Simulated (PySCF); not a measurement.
PySCF 2.14.0, BP86/def2-svp, df: Si(H)2(Cl)(NH2) (N[SiH2]Cl), 7 atoms. The geometry is a generated start, not checked to be a minimum at this level.

```yaml
task: energy
method: bp86
basis: def2-svp
two_electron_scheme: density fitting
mol.max_memory: 3000 MB
mf.max_cycle: 100
mf.conv_tol: 1e-09 (default)
mf.grids.level: 3 (default)
basis_functions: 70
grid_points: 91200
```

```xyz
7

Si    -0.5680     0.3290     0.0358
N      1.0015    -0.3348    -0.1631
Cl    -1.8375    -1.1766    -0.3859
H     -0.6897     1.3835    -0.9626
H     -0.9216     0.8032     1.3737
H      1.2068    -1.2610     0.1798
H      1.8084     0.2566    -0.0777
```

With the defaults (mf.DIIS = CDIIS, mf.diis = true, mf.damp = 0, mf.diis_start_cycle = 1, mf.init_guess = minao, mf.diis_space = 8, mf.level_shift = 0) it converges in 11 Fock builds. One run each on 2 threads, 1 BLAS thread, with these changes:
- mf.init_guess = sap
- mf.init_guess = huckel
- mf.DIIS = EDIIS
- mf.damp = 0.3, mf.diis_start_cycle = 4
- mf.diis_space = 5
- mf.diis = false
- mf.diis_space = 3
- mf.init_guess = atom
- mf.level_shift = 0.1 Hartree

Which of these changes keep the SCF from converging, or lead it to another solution?

No convergence: mf.DIIS = EDIIS; mf.diis = false (the run ends without SCF convergence in 100 cycles). The rest reach the solution of the defaults.

```
setting                                 Fock builds             end
--------------------------------------  -----------  --------------
the defaults                                     11   same solution
mf.diis_space = 5                                11   same solution
mf.level_shift = 0.1 Hartree                     11   same solution
mf.init_guess = atom                             12   same solution
mf.init_guess = huckel                           13   same solution
mf.damp = 0.3, mf.diis_start_cycle = 4           15   same solution
mf.init_guess = sap                              15   same solution
mf.diis_space = 3                                18   same solution
mf.DIIS = EDIIS                                 101  no convergence
mf.diis = false                                 101  no convergence
```
